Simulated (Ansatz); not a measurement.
AlP (P6₃mc, No. 186, 4 atoms in the cell; start mp-8880; a measured phase of this formula has another space group), treated with HSE06 (PAW; Ansatz, an electronic-structure program).

Numerical settings: plane-wave cutoff 460 eV, 9×9×4 k mesh (along the axes of the cell as run), Fermi–Dirac smearing 0.01 eV, scalar-relativistic PAW data made under PBE.

The cell is the one relaxed with PBEsol. Conventional cell: a = 3.8610 Å, b = 3.8610 Å, c = 6.3390 Å, α = 90.00°, β = 90.00°, γ = 120.00°.

```
CELL_PARAMETERS angstrom
      3.86098     0.00000     0.00000
     -1.93049     3.34370     0.00000
      0.00000     0.00000     6.33903
ATOMIC_POSITIONS crystal
  Al 0.33333 0.66667 0.00009
  Al 0.66667 0.33333 0.50009
  P  0.33333 0.66667 0.37491
  P  0.66667 0.33333 0.87491
```

**Question.** List the 10 lowest band energies at Γ above −25 eV (eV, relative to the valence band maximum), grouping those that round alike.

**Answer.** At Γ: -12.85, -11.00, -6.19, -1.03 (×2), -0.13, 0.00 (×2), 3.24, 4.20.

Note: the run warned that its exchange threshold was loose for the stress; cell and atoms aren't relaxed at this level (pressure 0.3 GPa).

A start named mp-… is a Materials Project structure, which need not be a measured phase.
